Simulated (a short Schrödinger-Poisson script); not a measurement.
Structure: MOS inversion layer, SiO2 on p-type Si(110), at 400 K.

```csv
layer,material,thickness (nm),Na (cm⁻³)
1,SiO2,1.7,-
2,Si,770,3.1e17
```

Constants are typed, rounded textbook-type inputs, not results; the design itself was drawn at random and stands for no fabricated device. SiO2: permittivity 3.9, conduction-band edge (eV) 3.15, gap (eV) 9, electron mass (mₑ) 0.5. Si: permittivity 11.7, conduction-band edge (eV) 0, gap (eV) 1.124, Nv at 300 K (cm⁻³) 3.1e19.

Channel valleys (confinement mass, in-plane density-of-states mass, number): Δ4 0.315, 0.324, 4; Δ2 0.19, 0.417, 2. At the gate the conduction-band edge of layer 1 lies 3.64 eV − eVg above the Fermi level of the channel; the field vanishes at the back. Gaps are held at their typed values at every temperature. Mesh 0.03 nm at interfaces.

From a short Schrödinger-Poisson script (our own, NumPy): 1D Poisson equation in equilibrium, electrons classical, Boltzmann, parabolic valleys, classical holes, full ionisation, no traps, pinning or gate leakage.

The same stack at other levels of the model or other numerical settings:

```csv
run,sheet density of all electrons at Vg = 1.35 V (cm⁻²),sheet density of all electrons at Vg = 0.75 V (cm⁻²),capacitance at Vg = 1.35 V (μF/cm²),centroid of the channel electrons at Vg = 1.35 V (nm),rough cost against the base
base,8.26e12,1.73e12,1.86,0.65,about 1
"electrons treated as classical, Fermi-Dirac",7.98e12,1.70e12,1.77,0.79,4
"electrons treated as quantum, Hartree",6.24e12,1.05e12,1.52,2.11,30
mesh six times as coarse,8.10e12,1.69e12,1.83,0.74,0.6
```

The classical rows ignore confinement, and Boltzmann statistics overrate the density once the band edge passes the Fermi level.
